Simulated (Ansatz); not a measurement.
```xyz
9
Lattice="0.0000 4.0339 4.0339 4.0339 0.0000 4.0339 4.0339 4.0339 0.0000" Properties=species:S:1:pos:R:3 pbc="T T T"
K      6.0509     6.0509     6.0509
K      2.0170     2.0170     2.0170
H      4.0339     4.0339     6.4226
H      4.0339     4.0339     1.6453
H      6.4226     4.0339     4.0339
H      1.6453     4.0339     4.0339
H      4.0339     6.4226     4.0339
H      4.0339     1.6453     4.0339
Pt     0.0000     0.0000     0.0000
```

These are PBEsol, rigid bands (plane waves, PAW, scalar-relativistic; Ansatz, a quantum-chemistry and plane-wave program) values and carry that method's errors. How the cell was made: cell and atoms relaxed with PBEsol.

Task: Predict the electron conductivity mass (n e² τ/σ) at 300 K, by direction if it differs.

Result: 0.58 mₑ.

Task: And the band gap?

Result: 3.85 eV at this level; semilocal functionals usually fall short of the measured gap.

Rigid bands, one relaxation time for all states, no polarons. Spin-orbit coupling is left out; where it splits the top of the valence band it changes the hole mass and lowers the gap by about a third of the splitting.

Computed structure with no diffraction record at hand here (it may be known, metastable or hypothetical): K2PtH6 (Fm-3m).
